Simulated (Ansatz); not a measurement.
Defect: interstitial H in rock-salt TiN, neutral cell. These are PBE, PAW (plane waves to 420 eV; Ansatz, a first-principles code) values and carry that method's errors.

64-site cell at the relaxed PBE lattice, a 3×3×3 k-point mesh shifted by half a step, smearing 0.10 eV, spin-restricted, no finite-size correction. Static, classical nuclei. Sites that were not tried may lie lower. The start lies 0.063 eV above the lowest site run (PBE). The order of the sites in energy changes with the mesh.

Barriers: single points on a 4×4×4 k-point mesh shifted by half a step at the bands' geometries (they differ from the bands' own by up to 0.05 eV, and are uncertain by about as much).

Relaxed starting cell (atoms counted from 1):

```
CELL_PARAMETERS angstrom
      8.49380     0.00000     0.00000
      0.00000     8.49380     0.00000
      0.00000     0.00000     8.49380
ATOMIC_POSITIONS crystal
  Ti 0.99950 0.99940 0.00078
  Ti 0.99962 0.99966 0.50106
  Ti 0.99965 0.49994 0.00115
  Ti 0.99866 0.50112 0.50201
  Ti 0.49970 0.99978 0.00094
  Ti 0.50102 0.99891 0.50224
  Ti 0.50082 0.50101 0.00028
  Ti 0.49814 0.49817 0.49934
  N  0.24956 0.99928 0.00050
  N  0.25025 0.00112 0.50064
  N  0.25013 0.49951 0.00245
  N  0.24197 0.50768 0.50885
  N  0.74966 0.00011 0.00124
  N  0.75039 0.99939 0.50137
  N  0.75038 0.50016 0.00053
  N  0.74866 0.49955 0.50071
  Ti 0.99880 0.24889 0.25007
  Ti 0.99982 0.24997 0.75120
  Ti 0.99962 0.75000 0.25103
  Ti 0.99951 0.75024 0.75163
  Ti 0.49791 0.25170 0.25310
  Ti 0.50065 0.24877 0.75212
  Ti 0.50075 0.75091 0.25000
  Ti 0.49962 0.75022 0.75133
  N  0.24188 0.24196 0.24313
  N  0.25027 0.25037 0.74995
  N  0.25014 0.74855 0.25151
  N  0.24957 0.75047 0.75168
  N  0.74862 0.25039 0.25149
  N  0.75037 0.24969 0.75168
  N  0.75032 0.75052 0.25094
  N  0.74965 0.74978 0.75095
  Ti 0.24874 0.99909 0.24994
  Ti 0.24979 0.99980 0.75124
  Ti 0.25167 0.49775 0.25325
  Ti 0.24890 0.50091 0.75190
  Ti 0.74993 0.99993 0.25096
  Ti 0.75023 0.99940 0.75166
  Ti 0.75061 0.50087 0.25020
  Ti 0.74985 0.49998 0.75112
  N  0.99920 0.99927 0.25090
  N  0.00001 0.00013 0.75086
  N  0.00096 0.49958 0.25147
  N  0.99927 0.50013 0.75171
  N  0.49938 0.00124 0.25155
  N  0.50003 0.99935 0.75174
  N  0.50750 0.50780 0.24336
  N  0.49940 0.49953 0.75004
  Ti 0.24874 0.24898 0.00001
  Ti 0.25159 0.25167 0.49934
  Ti 0.24987 0.74988 0.00102
  Ti 0.24872 0.75079 0.50208
  Ti 0.74990 0.25006 0.00098
  Ti 0.75089 0.24895 0.50204
  Ti 0.75005 0.75024 0.00084
  Ti 0.74991 0.75003 0.50102
  N  0.99911 0.24964 0.00047
  N  0.00109 0.25036 0.50063
  N  0.99992 0.74974 0.00125
  N  0.99922 0.75049 0.50138
  N  0.49938 0.25032 0.00239
  N  0.50761 0.24204 0.50895
  N  0.50005 0.75048 0.00059
  N  0.49941 0.74871 0.50078
  H  0.37474 0.37470 0.37606
```

End state 1 differs by these moves (Å; atoms that move under 0.08 Å are left out):

```json
[
 {"atom": "8", "element": "Ti", "Δx": "0.06", "Δy": "0.18", "Δz": "0.06"},
 {"atom": "12", "element": "N", "Δx": "0.08", "Δy": "-0.08", "Δz": "-0.05"},
 {"atom": "21", "element": "Ti", "Δx": "0.06", "Δy": "-0.06", "Δz": "-0.18"},
 {"atom": "25", "element": "N", "Δx": "0.08", "Δy": "0.06", "Δz": "0.08"},
 {"atom": "47", "element": "N", "Δx": "-0.05", "Δy": "-0.08", "Δz": "0.08"},
 {"atom": "50", "element": "Ti", "Δx": "-0.18", "Δy": "-0.06", "Δz": "0.06"},
 {"atom": "65", "element": "H", "Δx": "0.48", "Δy": "-0.47", "Δz": "0.48"}
]
```

Task: Give the forward and backward barriers to end state 1 at the level PBE, PAW.

Result: forward 0.28 eV, backward 0.34 eV; at the saddle point atom 65 has neighbours N at 1.38, 3 N at 2.14; 3 Ti at 1.79 Å. The saddle point's order was not checked, and it lies on a symmetry element of the cell, where a band can be held.
